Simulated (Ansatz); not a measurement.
Pressure series in InP

Take InP in the zinc blende structure (space group F-43m, No. 216; a = 5.960 Å) as the base.

Cell and atoms are relaxed at each pressure.

Computed with PBE in Ansatz (plane waves to 420 eV, PAW, spin-orbit coupling left out), earlier PAW set.

Candidates:
(a) pressure 10 GPa
(b) pressure 0.7 GPa
(c) pressure 0.3 GPa
(d) pressure 7.5 GPa
(e) pressure −1 GPa

Before the change:

| Quantity | Value |
|---|---|
| Band gap | 0.44 eV |

Q: Order them by band gap, lowest first.

A: (e) pressure −1 GPa (0.34 eV), (c) pressure 0.3 GPa (0.47 eV), (b) pressure 0.7 GPa (0.50 eV), (d) pressure 7.5 GPa (0.98 eV), (a) pressure 10 GPa (1.12 eV)

Load acts through the strain it causes; cell and atoms are relaxed under it. Stability against distortions was not tested. Measured, InP leaves this structure (for rock salt) near 9.8 GPa (temperature not stated; as listed in Datta, Sujoy, Jana, Debnarayan, arXiv (2020)).

Ansatz is a program for electronic structure.
